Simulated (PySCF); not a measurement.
PySCF 2.14.0, B3LYP/def2-svp, df: Ta(S)(OMe)(OSiH3)2 (C[O][Ta](=[S])([O][SiH3])[O][SiH3]), 17 atoms. The geometry is a generated start, not checked to be a minimum at this level.

| Quantity | Value |
|---|---|
| task | energy |
| method | b3lyp |
| basis | def2-svp |
| two-electron scheme | density fitting |
| mol.max_memory | 3000 MB |
| mf.max_cycle | 100 |
| mf.init_guess | minao (default) |
| mf.DIIS | CDIIS (default) |
| mf.diis_space | 8 (default) |
| mf.conv_tol | 1e-09 (default) |
| mf.grids.level | 3 (default) |
| effective core potentials | those of the basis set, past Kr |
| basis functions | 187 |
| grid points | 225888 |

```xyz
17

Ta    -0.1418     0.3666     0.0094
S      0.0468     2.6087    -0.0714
O     -1.8181     0.1104    -0.6025
C     -3.0833     0.2519    -1.1628
H     -3.2599    -0.5476    -1.8932
H     -3.8480     0.1986    -0.3797
H     -3.1471     1.2251    -1.6653
O      0.3257     0.0101     1.8039
Si     0.7569    -0.1430     3.3580
H      0.2803     1.0596     4.0451
H      2.2171    -0.2840     3.3893
H      0.0897    -1.3568     3.8504
O      1.2782    -0.1895    -1.1062
Si     2.3689    -0.7166    -2.1823
H      3.6426    -0.8334    -1.4661
H      2.4021     0.2651    -3.2720
H      1.8900    -2.0253    -2.6548
```

Charge 0 and multiplicity 1 are set for this test and not shown to be the ground state.

One run each on 2 threads, 1 BLAS thread. Values of level_shift (Hartree) tried: 0 (default), 0.1, 0.3, 1.

Problem. How does the count of Fock builds change with level_shift (Hartree), and where is it least?

Solution. Fewest Fock builds, within one of each other: 0 (default) with 16, 0.1 with 15. The count rises to 45 at 1. All converge to one solution.

| level_shift (Hartree) | Fock builds | end |
|---|---|---|
| 0 (default) | 16 | same solution |
| 0.1 | 15 | same solution |
| 0.3 | 18 | same solution |
| 1 | 45 | same solution |
